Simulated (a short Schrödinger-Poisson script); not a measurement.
MOS inversion layer, SiO2 on p-type Si(100)

Structure: MOS inversion layer, SiO2 on p-type Si(100), at 300 K.

```
layer  material  thickness (nm)  Na (cm⁻³)
-----  --------  --------------  ---------
1          SiO2             0.9          -
2            Si             350     7.5e17
```

The device is made up for the run: typed textbook-type constants, with dimensions and the other settings drawn at random. SiO2: permittivity 3.9, conduction-band edge (eV) 3.15, gap (eV) 9, electron mass (mₑ) 0.5. Si: permittivity 11.7, conduction-band edge (eV) 0, gap (eV) 1.124, Nv at 300 K (cm⁻³) 3.1e19.

Channel valleys (confinement mass, in-plane density-of-states mass, number): Δ2 0.916, 0.19, 2; Δ4 0.19, 0.417, 4. At the gate the conduction-band edge of layer 1 lies 3.62 eV − eVg above the Fermi level of the channel; the field vanishes at the back. Gaps are held at their typed values at every temperature. Mesh 0.03 nm at interfaces.

From a short Schrödinger-Poisson script (our own, NumPy): 1D Poisson equation in equilibrium, electrons quantum, Hartree (BenDaniel-Duke, 12 states a valley, the channel's in-plane mass for all, wave functions ending at the dielectric), parabolic valleys, classical holes, full ionisation, no traps, pinning or gate leakage.

```csv
Vg (V),electrons (cm⁻²),C (μF/cm²),Δ2 E0 (meV),Δ2 E1 (meV),Δ4 E0 (meV),Δ4 E1 (meV)
0.35,1.66e7,0.265,330.5,400.4,394.9,508.6
0.4,9.18e7,0.258,285.9,357.3,351.7,468.1
0.45,5.10e8,0.254,241.1,314.0,308.4,427.3
0.5,2.84e9,0.259,196.3,270.7,264.9,386.3
0.55,1.56e10,0.316,151.9,227.7,221.8,345.6
0.6,7.73e10,0.570,110.0,187.3,181.3,307.4
0.65,2.83e11,1.12,75.7,154.8,148.8,276.9
0.7,6.83e11,1.63,51.5,132.9,127.1,256.9
0.75,1.23e12,1.95,34.7,118.7,112.9,244.3
0.8,1.86e12,2.15,22.0,108.7,103.2,235.8
0.85,2.54e12,2.28,11.8,101.2,95.9,229.7
0.9,3.26e12,2.37,3.1,95.2,90.1,225.1
0.95,4.01e12,2.44,-4.5,90.3,85.4,221.4
1,4.77e12,2.49,-11.4,86.1,81.3,218.3
1.05,5.55e12,2.53,-17.8,82.3,77.7,215.7
1.1,6.35e12,2.57,-23.8,79.0,74.5,213.4
1.15,7.15e12,2.60,-29.5,75.9,71.6,211.4
1.2,7.96e12,2.63,-35.0,73.1,68.9,209.6
1.25,8.79e12,2.65,-40.2,70.5,66.4,207.9
1.3,9.62e12,2.67,-45.3,68.0,64.0,206.4
1.35,1.05e13,2.69,-50.3,65.6,61.8,205.0
```

Subbands count from the Fermi level.
